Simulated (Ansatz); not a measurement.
## How a calculation on Sr₅As₃O₁₂F (P6_3/m, 42 atoms in the cell) responds to its settings

```
Sr5As3O12F
1.0
    9.92407     0.00000     0.00000
   -4.96203     8.59449     0.00000
    0.00000     0.00000     7.34619
Sr As O F
10 6 24 2
Direct
  0.33333   0.66667   0.00132
  0.66667   0.33333   0.50132
  0.66667   0.33333   0.99868
  0.33333   0.66667   0.49868
  0.23777   0.98886   0.25000
  0.24891   0.23777   0.75000
  0.01114   0.24891   0.25000
  0.76223   0.01114   0.75000
  0.75109   0.76223   0.25000
  0.98886   0.75109   0.75000
  0.40023   0.37000   0.25000
  0.03023   0.40023   0.75000
  0.63000   0.03023   0.25000
  0.59977   0.63000   0.75000
  0.96977   0.59977   0.25000
  0.37000   0.96977   0.75000
  0.32360   0.48610   0.25000
  0.83750   0.32360   0.75000
  0.51390   0.83750   0.25000
  0.67640   0.51390   0.75000
  0.16250   0.67640   0.25000
  0.48610   0.16250   0.75000
  0.59400   0.47010   0.25000
  0.12390   0.59400   0.75000
  0.52990   0.12390   0.25000
  0.40600   0.52990   0.75000
  0.87610   0.40600   0.25000
  0.47010   0.87610   0.75000
  0.34380   0.25410   0.06880
  0.08970   0.34380   0.56880
  0.74590   0.08970   0.06880
  0.65620   0.74590   0.56880
  0.91030   0.65620   0.06880
  0.25410   0.91030   0.56880
  0.65620   0.74590   0.93120
  0.91030   0.65620   0.43120
  0.25410   0.91030   0.93120
  0.34380   0.25410   0.43120
  0.08970   0.34380   0.93120
  0.74590   0.08970   0.43120
  0.00000   0.00000   0.25000
  0.00000   0.00000   0.75000
```

Base run A: LDA (PW92), default PAW files made with PBE in Ansatz (a quantum-chemistry and plane-wave program), self-consistent single point.

Its settings: basis.ecutwfc = 30.9 Ry; kpoints.mp_grid.grid = 2 2 3; hamiltonian.xc = lda; hamiltonian.pseudopotentials = {kind: paw} (the program's default PAW files); scf.occupations.method = methfessel_paxton; scf.occupations.width = 0.0147 Ry.

The starting cell comes from a database of published, mostly measured structures (it also holds non-ambient and calculated ones), without a prior relaxation at this level. Its lattice was rescaled by a random factor within 2.5 % of one. In the base run, forces exceed 1 eV/Å. Ansatz's pressure includes its estimate of the finite-basis (Pulay) stress.

ΔF is the free energy per atom less that of run A. 

The first pressure column holds Ansatz's estimate of the finite-basis (Pulay) stress, which hides part of the cutoff error; the other is without it.

In some runs the Pulay estimate is large (up to 77 GPa), a sign of a cutoff far from converged.

Run A gave: pressure (GPa) 0.46; largest force (eV/Å) 1.181; gap on the mesh (eV) 4.355; pressure at a fixed set of plane waves (GPa) -0.23.

Runs:
- B: lattice scaled by 0.97
- C: lattice scaled by 0.97; basis.ecutwfc: 30.9 Ry → 18.4 Ry
- D: lattice scaled by 0.985
- E: lattice scaled by 0.985; basis.ecutwfc: 30.9 Ry → 18.4 Ry
- F: lattice scaled by 1.015
- G: lattice scaled by 1.015; basis.ecutwfc: 30.9 Ry → 18.4 Ry
- H: lattice scaled by 1.03
- I: lattice scaled by 1.03; basis.ecutwfc: 30.9 Ry → 18.4 Ry
- J: basis.ecutwfc: 30.9 Ry → 18.4 Ry

Task: What does run E change against A?

Result: The free energy rises by 1.47 eV/atom, the pressure goes from 0.46 to 8.20 GPa, the largest force goes from 1.181 to 2.405 eV/Å and the gap on the mesh goes from 4.355 to 4.555 eV.

Task: What does run F change against A?

Result: The free energy goes up by 9.4 meV/atom, the pressure goes from 0.46 to -4.69 GPa, the largest force goes from 1.181 to 0.375 eV/Å and the gap on the mesh goes from 4.355 to 4.032 eV.

| run | ΔF (meV/atom) | pressure (GPa) | largest force (eV/Å) | gap on the mesh (eV) | pressure at a fixed set of plane waves (GPa) |
|---|---|---|---|---|---|
| A | 0.00 | 0.46 | 1.181 | 4.355 | -0.23 |
| B | 57.2 | 14.72 | 3.255 | 5.025 | 13.95 |
| C | 1518.5 | 15.20 | 3.336 | 4.893 | -61.46 |
| D | 14.6 | 6.85 | 2.146 | 4.687 | 6.12 |
| E | 1468.9 | 8.20 | 2.405 | 4.555 | -65.10 |
| F | 9.4 | -4.69 | 0.375 | 4.032 | -5.34 |
| G | 1452.2 | -2.57 | 0.854 | 3.908 | -69.46 |
| H | 39.4 | -8.81 | 0.447 | 3.720 | -9.43 |
| I | 1461.9 | -6.94 | 0.400 | 3.610 | -69.99 |
| J | 1430.6 | 1.78 | 1.600 | 4.235 | -67.04 |

Keys are those of Ansatz 0.2.
